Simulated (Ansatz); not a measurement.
The parent structure is CdS in the zinc blende structure (space group F-43m, No. 216; a = 5.9267 Å).

Structures relaxed with Kohn–Sham DFT with the PBE functional, run in Ansatz (a quantum-chemistry and plane-wave program) with PAW and 420 eV plane waves, no SOC.

Base:

Simulated powder pattern, Cu Kα1, λ = 1.54056 Å (kinematic, ideal powder, no thermal factors, no anomalous dispersion; the 10 strongest lines at most, above 2 %, up to 2θ = 90°):

```json
[
 {"2θ (°)": "26.02", "I/Imax (%)": "100", "hkl": "(111)"},
 {"2θ (°)": "30.13", "I/Imax (%)": "23", "hkl": "(200)"},
 {"2θ (°)": "43.14", "I/Imax (%)": "57", "hkl": "(220)"},
 {"2θ (°)": "51.07", "I/Imax (%)": "45", "hkl": "(311)"},
 {"2θ (°)": "53.52", "I/Imax (%)": "6.3", "hkl": "(222)"},
 {"2θ (°)": "62.65", "I/Imax (%)": "8.8", "hkl": "(400)"},
 {"2θ (°)": "69.02", "I/Imax (%)": "17", "hkl": "(331)"},
 {"2θ (°)": "71.08", "I/Imax (%)": "7.8", "hkl": "(420)"},
 {"2θ (°)": "79.09", "I/Imax (%)": "18", "hkl": "(422)"},
 {"2θ (°)": "84.96", "I/Imax (%)": "13", "hkl": "(333)"}
]
```

After one change:

Simulated powder pattern, Cu Kα1, λ = 1.54056 Å (kinematic, ideal powder, no thermal factors, no anomalous dispersion; the 10 strongest lines at most, above 2 %, up to 2θ = 90°):

```csv
2θ (°),I/Imax (%)
26.42,100
30.60,24
43.83,56
51.90,44
54.40,6.3
63.71,8.7
70.22,17
72.33,7.7
80.54,18
86.57,13
```

**Question.** Which change produced these results?
A) isotropic strain −3.00 %
B) isotropic strain −1.50 %
C) isotropic strain +0.50 %
D) isotropic strain +3.00 %

**Answer.** B, isotropic strain −1.50 %. Its volume per atom is 24.87 Å³ against 26.02 Å³, and its space group is F-43m (No. 216).

Whether these cells are dynamically stable was not tested.
